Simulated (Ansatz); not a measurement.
## Input and output of a self-consistent single point for W (Im-3m, 1 atom in the cell) (Ansatz)

Level of theory: PBE (plane waves, PAW; Ansatz, a first-principles code).

The input file:

Ansatz 0.2 input:
```yaml
crystal:
  lattice:
    - [-1.545872, 1.545872, 1.545872]
    - [1.545872, -1.545872, 1.545872]
    - [1.545872, 1.545872, -1.545872]
  atoms:
    - { symbol: W, position: [0.000000, 0.000000, 0.000000] }
kpoints:
  mp_grid: { grid: [12, 12, 12] }
hamiltonian:
  xc: pbe
  pseudopotentials: { kind: paw }
scf:
  occupations: { method: fermi_dirac, width: 0.1 eV }
output:
  forces: true
  eigenvalues: true
  stress: true
```

Log, with long lists cut:

```
WARN basis.ecutwfc = 420 eV, the default
WARN ansatz: RAYON_NUM_THREADS=1 ignored (pool sized by the plan → 1); use --threads N
Pseudopotentials: kind: paw
Pseudopotential: W, paw, valence charge 14
Crystal: 1 atoms, lattice volume = 14.777 Å³
Basis set: ecut = 420 eV, 321 PW (Γ), exchange–correlation on 36×36×36 points (8 copies of the dense FFT grid, shifted against one another)
Bands: 11, of which v1, the nominal top of the filled ones, is band 7 counted from 1 (6 counted from 0)
Symmetry: 48 space group operations
Space group: Im-3m (ITA 229), of the structure as read, at distance tolerance 2.5e-5 Å
k-points: 72 of 1728
Initial density: superposition of atomic densities (neutral atoms: chi_scale 0, normalization atom), corrected by the library's trained network
Initial wavefunctions: pseudopotential atomic-orbital guess
Eigensolver: davidson
Functional: x = pbe(κ = 0.804, μ = 0.2195149727645171), c = pbe(β = 0.06672455060314922)
SCF iter   1: F=—  HF=-10384.707014 eV  |F-HF|=—  |Δ(HF+E_count)|=         —  Δρ=1.95e-3  dr2=2.33e-4  ethr=1.77e-3  ⟨swp⟩=5.0  Hψ=4180  notcnv=0
all-band conjugate gradients solve this SCF's bands
preconditioner: auto → none
SCF iter   2: F=—  HF=-10384.706625 eV  |F-HF|=—  |Δ(HF+E_count)|=   3.90e-4  Δρ=9.25e-4  dr2=3.77e-5  ethr=1.67e-6  ⟨swp⟩=2.6  Hψ=1782  notcnv=0
SCF iter   3: F=—  HF=-10384.706656 eV  |F-HF|=—  |Δ(HF+E_count)|=   3.14e-5  Δρ=1.86e-4  dr2=3.55e-6  ethr=2.69e-7  ⟨swp⟩=2.0  Hψ=1231  notcnv=0
SCF iter   4: F=—  HF=-10384.706657 eV  |F-HF|=—  |Δ(HF+E_count)|=   5.76e-7  Δρ=1.64e-4  dr2=3.26e-6  ethr=2.54e-8  ⟨swp⟩=2.0  Hψ=1305  notcnv=0
SCF iter   5: F=—  HF=-10384.706656 eV  |F-HF|=—  |Δ(HF+E_count)|=   1.04e-6  Δρ=9.03e-5  dr2=9.91e-7  ethr=2.33e-8  ⟨swp⟩=1.9  Hψ=1108  notcnv=0
SCF iter   6: F=-10384.706655 eV  HF=-10384.706655 eV  |F-HF|=6.57e-8  |Δ(HF+E_count)|=   4.19e-7  Δρ=2.55e-5  dr2=8.01e-8  ethr=7.14e-10  ⟨swp⟩=3.0  Hψ=3049  notcnv=0
SCF 1 converged in 6 iterations: F = -10384.706655 eV  dr2 = 8.01e-8
SCF converged after 6 iterations
Free energy (F): -10384.706655 eV
Harris-Foulkes:  -10384.706655 eV  (|F-HF|=6.57e-8)
Internal energy: -10384.690015 eV  (E = F + TS)
E sigma→0 (E₀):  -10384.698335 eV
Entropy (-TS):   -0.016640 eV (-16.640 meV/atom)
Fermi energy:    24.456663 eV
--- Per-component energies (eV) ---
  E_band       = -56.111910
  E_kinetic    = 454.304435
  E_local      = -549.884512  (includes V_loc(G=0)·N_el)
  E_nonlocal   = 0.839423
  E_hartree    = 202.375516
  E_xc         = -268.419667
  E_vxc        = -240.752991  (∫ρ·V_xc dr)
  E_paw        = -8562.849192  (= ΣΔE_a)
  E_vpaw       = -125.361373  (= ΣTr[D̂ρ^β])
  E_aug_tail   = -0.000055  (compensation charges beyond the density's cutoff)
  E_ewald      = -1661.055962
  E_smearing   = -0.016640  (= −TS)
  E_closure    = 0.000000  (closes the sum)
  Σ components = -10384.706655   (vs F -10384.706655, Δ=0.00e0)
--- Forces (eV/Å), atoms counted from 1 ---
  atom   1  W      0.00000000    -0.00000000     0.00000000
  max |Σ_I F_I| component: 5.92e-31 eV/Å
--- Stress (GPa, compression-positive) ---
       31.643612       0.000000      -0.000000
        0.000000      31.643612       0.000000
       -0.000000      -0.000000      31.643612
  P = ⅓ Tr σ = 31.6436 GPa (316.436 kbar)
  The stress holds the Pulay correction. Without it, at fixed plane waves, as pw.x and ABINIT print it: P = 31.5538 GPa
--- Band table (eV; the first three rows and the last of 72) ---
  k-point 0: bands = ["-49.5400", "-13.0192", "-13.0192", "-13.0192", "14.4633", "23.1139", "23.1139", "23.1139", "26.8924", "26.8924", "39.1424"]
  k-point 1: bands = ["-49.5279", "-13.1383", "-13.0556", "-13.0200", "14.8275", "22.8909", "23.0567", "23.4717", "26.5487", "26.8953", "39.4530"]
  k-point 2: bands = ["-49.4945", "-13.4551", "-13.1539", "-13.0222", "15.8101", "22.3331", "22.7801", "24.5174", "26.1155", "26.9431", "40.0211"]
  k-point 71: bands = ["-49.2213", "-14.1436", "-14.1436", "-14.1436", "18.0444", "18.0444", "30.1679", "30.1679", "30.1679", "33.3221", "33.3221"]
```

The run converged in 6 iterations.

The starting cell has typed, rounded lattice constants, without a prior relaxation at this level. Its lattice was rescaled by a random factor within 2.5 % of one. Spin-orbit coupling is off. Spin polarisation is off. With a pressure of about 32 GPa the cell is away from its equilibrium volume at this level. Ansatz's pressure includes its estimate of the finite-basis (Pulay) stress.
